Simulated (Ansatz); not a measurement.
The parent structure is Tl in the hcp (Mg type) structure (space group P6_3/mmc, No. 194; a = 3.476 Å, c = 5.472 Å; relaxed with 0.1 eV smearing).

Computed with PBEsol (Ansatz, an electronic-structure program, PAW, without spin-orbit coupling).

Strains are applied to the cell and any free atomic positions relax.

One change was made to it. Results:

The energy grows by 11 meV/atom; the pressure (mean of the normal stresses, compression positive) goes from zero to -1.8 GPa.

Problem. Which change produced these results?
A) isotropic strain +2.50 %
B) isotropic strain +1.50 %
C) isotropic strain +2.00 %
D) isotropic strain −3.00 %

Solution. C, isotropic strain +2.00 %. For comparison, the energy relative to the base in the other runs: isotropic strain −3.00 % gives +30 meV/atom; isotropic strain +2.50 % gives +16 meV/atom; isotropic strain +1.50 % gives +6.1 meV/atom.

Stability against distortions was not tested.
